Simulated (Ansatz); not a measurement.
Take SnTe in the rock salt structure (space group Fm-3m, No. 225; a = 6.2348 Å) as the base.

Calculations: plane-wave PAW DFT at the LDA level (Ansatz, a first-principles code, 420 eV), no spin-orbit coupling.

Before the change:

| Item | Result |
|---|---|
| Pressure | 0.0 GPa |

One thing is altered: the cell is scaled by 1.0250 in all directions; the atoms relax in the strained cell.

Task: Estimate the effect on the pressure and energy relative to the base.

Result: The pressure goes from zero to -3.2 GPa; the energy rises by 25 meV/atom.

Whether these cells are dynamically stable was not tested. The final runs are not spin-polarised.
